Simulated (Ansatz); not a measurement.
Results of BLYP in Ansatz (PAW) for antifluorite Be2C.

The input as run:

Ansatz 0.2 input:
```yaml
crystal:
  lattice:
    - [0.0, 2.1727751962, 2.1727751962]
    - [2.1727751962, 0.0, 2.1727751962]
    - [2.1727751962, 2.1727751962, 0.0]
  atoms:
    - { symbol: Be, position: [0.25, 0.25, 0.25] }
    - { symbol: Be, position: [0.75, 0.75, 0.75] }
    - { symbol: C, position: [0.0, 0.0, 0.0] }
basis:
  ecutwfc: 520
  ecutrho_ratio: 4
  xc_grid: 2
kpoints:
  mp_grid: { grid: [14, 14, 14] }
  band_path:
    path:
      - [0.0, 0.0, 0.0]
      - [0.033333, 0.0, 0.033333]
      - [0.066667, 0.0, 0.066667]
      - [0.1, 0.0, 0.1]
      - [0.133333, 0.0, 0.133333]
      - [0.166667, 0.0, 0.166667]
      - [0.2, 0.0, 0.2]
      - [0.233333, 0.0, 0.233333]
      - [0.266667, 0.0, 0.266667]
      - [0.3, 0.0, 0.3]
      - [0.333333, 0.0, 0.333333]
      - [0.366667, 0.0, 0.366667]
      - [0.4, 0.0, 0.4]
      - [0.433333, 0.0, 0.433333]
      - [0.466667, 0.0, 0.466667]
      - [0.5, 0.0, 0.5]
      - [0.53125, 0.0625, 0.53125]
      - [0.5625, 0.125, 0.5625]
      - [0.59375, 0.1875, 0.59375]
      - [0.625, 0.25, 0.625]
      - [0.375, 0.375, 0.75]
      - [0.351562, 0.351562, 0.703125]
      - [0.328125, 0.328125, 0.65625]
      - [0.304688, 0.304688, 0.609375]
      - [0.28125, 0.28125, 0.5625]
      - [0.257812, 0.257812, 0.515625]
      - [0.234375, 0.234375, 0.46875]
      - [0.210938, 0.210938, 0.421875]
      - [0.1875, 0.1875, 0.375]
      - [0.164062, 0.164062, 0.328125]
      - [0.140625, 0.140625, 0.28125]
      - [0.117188, 0.117188, 0.234375]
      - [0.09375, 0.09375, 0.1875]
      - [0.070312, 0.070312, 0.140625]
      - [0.046875, 0.046875, 0.09375]
      - [0.023438, 0.023438, 0.046875]
      - [0.041667, 0.041667, 0.041667]
      - [0.083333, 0.083333, 0.083333]
      - [0.125, 0.125, 0.125]
      - [0.166667, 0.166667, 0.166667]
      - [0.208333, 0.208333, 0.208333]
      - [0.25, 0.25, 0.25]
      - [0.291667, 0.291667, 0.291667]
      - [0.333333, 0.333333, 0.333333]
      - [0.375, 0.375, 0.375]
      - [0.416667, 0.416667, 0.416667]
      - [0.458333, 0.458333, 0.458333]
      - [0.5, 0.5, 0.5]
      - [0.5, 0.475, 0.525]
      - [0.5, 0.45, 0.55]
      - [0.5, 0.425, 0.575]
      - [0.5, 0.4, 0.6]
      - [0.5, 0.375, 0.625]
      - [0.5, 0.35, 0.65]
      - [0.5, 0.325, 0.675]
      - [0.5, 0.3, 0.7]
      - [0.5, 0.275, 0.725]
      - [0.5, 0.25, 0.75]
      - [0.5, 0.214286, 0.714286]
      - [0.5, 0.178571, 0.678571]
      - [0.5, 0.142857, 0.642857]
      - [0.5, 0.107143, 0.607143]
      - [0.5, 0.071429, 0.571429]
      - [0.5, 0.035714, 0.535714]
    npoints: 1
hamiltonian:
  xc: blyp
  dispersion: none
  pseudopotentials: { kind: paw }
scf:
  occupations: { method: fermi_dirac, width: 0.01 }
  convergence: { dr2_threshold: 0.0000000003 }
output:
  forces: true
  stress: true
  eigenvalues: true
  write_bands: true
```

Excerpt of the program's output:

```
Crystal: 3 atoms, lattice volume = 20.515 Å³
Basis set: ecut = 520 eV, 537 PW (Γ), exchange–correlation on 48×48×48 points (8 copies of the dense FFT grid, shifted against one another)
Bands: 8, of which v1, the nominal top of the filled ones, is band 4 counted from 1 (3 counted from 0)
Symmetry: 48 space group operations
Space group: Fm-3m (ITA 225), of the structure as read, at distance tolerance 2.7e-5 Å
k-points: 104 of 2744
Functional: x = b88, c = lyp
SCF iter   1: F=—  HF=-438.579807 eV  |F-HF|=—  |Δ(HF+E_count)|=         —  Δρ=2.04e-2  dr2=9.40e-2
SCF iter   2: F=—  HF=-438.552721 eV  |F-HF|=—  |Δ(HF+E_count)|=   2.71e-2  Δρ=4.97e-3  dr2=5.21e-3
  ...
SCF iter   5: F=—  HF=-438.551173 eV  |F-HF|=—  |Δ(HF+E_count)|=   6.40e-6  Δρ=1.07e-5  dr2=7.12e-9
SCF iter   6: F=-438.551173 eV  HF=-438.551173 eV  |F-HF|=2.07e-11  |Δ(HF+E_count)|=   2.59e-8  Δρ=2.99e-7  dr2=5.68e-12
SCF 1 converged in 6 iterations: F = -438.551173 eV  dr2 = 5.68e-12
SCF converged after 6 iterations
Free energy (F): -438.551173 eV
Internal energy: -438.551173 eV  (E = F + TS)
E sigma→0 (E₀):  -438.551173 eV
Fermi energy:    10.645584 eV
--- Stress (GPa, compression-positive) ---
        0.000217      -0.000000      -0.000000
        0.000000       0.000217       0.000000
        0.000000      -0.000000       0.000217
  P = ⅓ Tr σ = 0.0002 GPa (0.002 kbar)
```

The PAW data were made under PBE.

Ansatz is an electronic-structure program.
